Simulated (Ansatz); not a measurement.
Start from Cu$_{3}$SbSe$_{4}$ (space group I-42m, No. 121; a = 5.627 Å, c = 11.184 Å). Axes: x, y, z lie along a, b, c of the conventional cell.

Computed with Kohn–Sham DFT with the PBEsol functional, run in Ansatz (a program for electronic structure) with PAW and 420 eV plane waves, spin-orbit coupling left out.

For the base:

The pressure is 0.0 GPa, the band gap is zero and the shortest interatomic distance comes out as 2.373 Å.

Modification: uniaxial strain ε_xx = +0.75 %, all other strain components held at zero, atoms relaxed at fixed cell.

How does this affect the pressure, energy relative to the base, band gap and shortest interatomic distance?

The pressure (mean of the normal stresses, compression positive) goes from zero to -0.5 GPa; the energy grows by 0.3 meV/atom; the band gap is still zero; the shortest interatomic distance goes up by 0.0059 Å to 2.378 Å.

Without a gap, meshes like the base's 12×12×12 leave anisotropic stresses uncertain by several tenths of a GPa, and small strain energies with them. No phonon test of stability was made. All final runs are without spin polarisation.
